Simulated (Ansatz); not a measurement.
# Si, response to strain

The reference is Si in the diamond structure (space group Fd-3m, No. 227; a = 5.4443 Å). Axes: x, y, z lie along the cube axes.

Strains are applied to the cell and any free atomic positions relax; under biaxial strain the out-of-plane vector relaxes too.

The values are results of DFT with r2SCAN, PAW potentials and a 500 eV plane-wave cutoff in Ansatz (a program for electronic structure), no SOC, not measurements.

Notes on the quantities. energy relative to the base: free energy F.

| biaxial strain, plane normal [111], relaxed out of plane (%) | energy relative to the base (meV/atom) |
|---|---|
| 0 | 0.0 |
| 0.42 | 0.5 |
| 0.83 | ? |
| 1.25 | 4.4 |
| 1.67 | 7.9 |
| 2.08 | 12.1 |
| 2.5 | 17.3 |

**Question.** Fit ΔE = Aε² + Bε³ (ε in %) to the rows shown and predict the withheld row.

**Answer.** Least squares on the printed values gives A = 2.92 and B = -0.061 meV/atom (largest residual 0.0 meV/atom); this predicts 2.0 meV/atom, and the run gives 2.0 meV/atom, in agreement.

Whether these cells are dynamically stable was not tested.
